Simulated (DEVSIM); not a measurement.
Structure: W/SiO2/p-GaAs capacitor, at 300 K.

```
layer (left to right)  material  thickness (nm)  Na (cm⁻³)
---------------------  --------  --------------  ---------
1                          SiO2            2.50          -
2                          GaAs            1500     1.9e17
```

Metal gate on the left, work function 4.6 eV. Fixed charge at the semiconductor interface 0 cm⁻² (in units of +e); no interface traps.

This is a model device: material constants are rounded textbook-type values typed into the input, and sizes, dopings and lifetimes were drawn at random. Values at 300 K.

| parameter | SiO2 | GaAs |
|---|---|---|
| gap (eV) | 9 | 1.424 |
| affinity (eV) | 0.9 | 4.07 |
| permittivity | 3.9 | 12.9 |
| Nc (cm⁻³) | - | 4.7e17 |
| Nv (cm⁻³) | - | 9e18 |

Model (solved in DEVSIM): 1D Poisson equation in equilibrium, Boltzmann statistics, complete ionisation; no quantum confinement or tunnelling. Metal contacts follow the ideal Schottky-Mott rule: no Fermi-level pinning, no interface dipoles.

The gate work function was swept, all else fixed.

```
gate work function (eV)  flat-band voltage (V)
-----------------------  ---------------------
4.3                                      -1.09
4.45                                     -0.94
4.6                                      -0.79
4.75                                     -0.64
4.9                                      -0.49
```

From the first row to the last the flat-band voltage goes from -1.09 to -0.49.
